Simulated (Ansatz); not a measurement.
Hexagonal WC was calculated with PBE+SOC in Ansatz (plane waves, PAW).

Run with plane-wave cutoff 520 eV, 24×24×20 k mesh (along the axes of the cell as run), Fermi–Dirac smearing 0.05 eV, PAW data made under PBE.

Cell (relaxed at this level):

```yaml
crystal:
  lattice:
    - [1.46053, -2.52971, 0.00000]
    - [1.46053, 2.52971, 0.00000]
    - [0.00000, 0.00000, 2.84605]
  atoms:
    - { symbol: W, position: [0.00000, 0.00000, 0.00000] }
    - { symbol: C, position: [0.33333, 0.66667, 0.50000] }
```

Problem. What does this level give for the bulk modulus and pressure derivative B′ of the bulk modulus?

Solution. 
* **bulk modulus**: 382 GPa
* **pressure derivative B′ of the bulk modulus**: 4.3

The run finds no gap.

Measured, for comparison: bulk modulus 384 ± 0.8 GPa (room temperature, not corrected to a static lattice, adiabatic, ultrasonic, our sources range from 377 to 412; as tabulated in Compression behavior of WC and WC-6%Co up to 50 GPa (OSTI 1006718)). Computed (rounded) less measured: bulk modulus -0.5 % (inside the range of the sources held).

Note: the bulk modulus comes from volumes at which shape and atoms were relaxed.

Computed values are for the static lattice.

Ansatz is an electronic-structure program.
